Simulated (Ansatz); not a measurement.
Take LuCuSe2 (space group R-3m, No. 166; a = 3.995 Å, c = 18.405 Å (hexagonal axes); a hypothetical phase, not in the database extracts checked) as the base.

The values are results of Kohn–Sham DFT with the PBE functional, run in Ansatz (an electronic-structure program) with PAW and 420 eV plane waves, spin-orbit coupling left out, not measurements.

Base values:

```
Quantity                          Value
-----------------------------  --------
Pressure                       0.00 GPa
Width of the top valence band   0.94 eV
```

Now apply this change: every lattice vector is shortened by 0.88 %, atoms relaxed at fixed cell.

Predict the new mean gap deformation potential ΔEg/Δln V, pressure and width of the top valence band.

The mean gap deformation potential ΔEg/Δln V comes out as +2.7 eV; the pressure (mean of the normal stresses, compression positive) goes from zero to 1.92 GPa; the width of the top valence band grows by 0.06 eV to 1.00 eV.

The cells carry an imposed strain or load. Stability against distortions was not tested. The final runs are not spin-polarised.
